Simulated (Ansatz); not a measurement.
**HfO2 (P4₂/nmc, No. 137; high-temperature phase): band gap by level of theory**

No measured value is used here.

```json
[
 {"level (code)": "LDA (Ansatz)", "value (eV)": "4.48", "cell (Å³/atom)": "10.64"},
 {"level (code)": "PBE+SOC (Ansatz)", "value (eV)": "4.70 (indirect)", "cell (Å³/atom)": "10.95"},
 {"level (code)": "PBE-D3(BJ) (Ansatz)", "value (eV)": "4.67", "cell (Å³/atom)": "11.18"},
 {"level (code)": "r²SCAN+SOC (Ansatz)", "value (eV)": "(withheld)", "cell (Å³/atom)": "10.95"},
 {"level (code)": "PBE0 (Ansatz)", "value (eV)": "7.13", "cell (Å³/atom)": "11.09"}
]
```

Question: What belongs in the gaps?

Answer: 
- r²SCAN+SOC (Ansatz, a first-principles code), value (eV): 5.23 (indirect)

Computed values are for a static lattice. Spin–orbit coupling is included only where a level's name says +SOC; with heavier elements it mostly lowers gaps and can invert bands.  LDA, PBE-D3(BJ), PBE0: the gap is read on the k mesh or supercell of the run alone and can be too large. LDA, PBE-D3(BJ): the relaxation could not lower the start's symmetry, so the cell can be a saddle point above a distorted one. Values are at the level's own equilibrium cell; PBE+SOC at the PBEsol cell; r²SCAN+SOC at the PBEsol cell; PBE0 at the r²SCAN cell. Cutoffs and k meshes differ between the levels. Ansatz's density-functional and Hartree–Fock values are scalar-relativistic unless marked +SOC, with PAW data made under PBE.
